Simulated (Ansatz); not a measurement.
Problem. Name crystals whose resistivity at 300 K lies between 14.2 and 22 μΩ·cm and whose mean free path at 300 K lies between 6 and 9.4 nm, by Ansatz (a first-principles code) with PBEsol, DFPT electron-phonon coupling, linearised Boltzmann equation.

Solution. Many crystals can fit; among those computed here:
- PdSb (P6_3/mmc): 14.7 μΩ·cm, 7.6 nm
- YRh$_{3}$B (Pm-3m): 21 μΩ·cm, 7.2 nm
- LaCu2 (P6/mmm): 19.3 μΩ·cm, 6.6 nm
- LaSe (Fm-3m): 17.9 μΩ·cm, 7.1 nm
- LuTl3 (Pm-3m): 15.8 μΩ·cm, 7.3 nm

Metals; harmonic phonons alone scatter; means over directions. The mean free path is weighted by the current that each state carries. Halving the electron mesh moves these values by up to 6 %; q meshes are mostly untested. Some of the runs warned that the eigensolver left states short of its tolerance. Spin-orbit coupling is left out.

Formula and space group known from diffraction (Crystallography Open Database), not checked to be the room-temperature form: LaCu2 (P6/mmm), LaSe (Fm-3m), LuTl3 (Pm-3m), PdSb (P6_3/mmc), YRh3B (Pm-3m). The missing spin-orbit coupling matters most for LuTl3 (Pm-3m).
